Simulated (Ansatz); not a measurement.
## HfO2: isotropic strain −0.69 %

Base system: HfO$_{2}$ in the fluorite structure (space group Fm-3m, No. 225; a = 5.058 Å).

Now apply this change: an isotropic linear strain of −0.69 %, atoms relaxed at fixed cell.

Method: plane-wave PAW DFT at the r2SCAN level (Ansatz, a program for electronic structure, 500 eV), without spin-orbit coupling. Γ-centred 11×11×11 mesh, Fermi–Dirac width 0.05 eV.

The volume per atom drops by 0.222 Å³ to 10.56 Å³ and the space group stays Fm-3m (No. 225). The shortest interatomic distance falls by 0.015 Å to 2.175 Å and the energy increases by 4.0 meV/atom. The pressure goes from zero to 58.8 kbar and the band gap increases by 0.06 eV to 4.36 eV. The gap character remains direct at X and the mean gap deformation potential ΔEg/Δln V amounts to -2.7 eV. The width of the top valence band increases by 0.025 eV, from 1.90 eV to 1.93 eV and the electron mass changes from 1.1 mₑ along k, 0.76 mₑ across (at X) to 1.1 mₑ along k, 0.75 mₑ across (at X). The hole mass is still 0.28 mₑ along k, 2.9 mₑ across (at X).

Final structure:

```
HfO2
1.0
    0.00000     2.51178     2.51178
    2.51178     0.00000     2.51178
    2.51178     2.51178     0.00000
Hf O
1 2
Direct
  0.00000   0.00000   0.00000
  0.25000   0.25000   0.25000
  0.75000   0.75000   0.75000
```

With Hf present, leaving out spin-orbit coupling can change the band edges. Effective masses come from finite differences of ±0.01 Å⁻¹. Along k means along the line from Γ to the band edge. Stability against distortions was not tested. This is not the structure that HfO2 has at room temperature and ambient pressure.
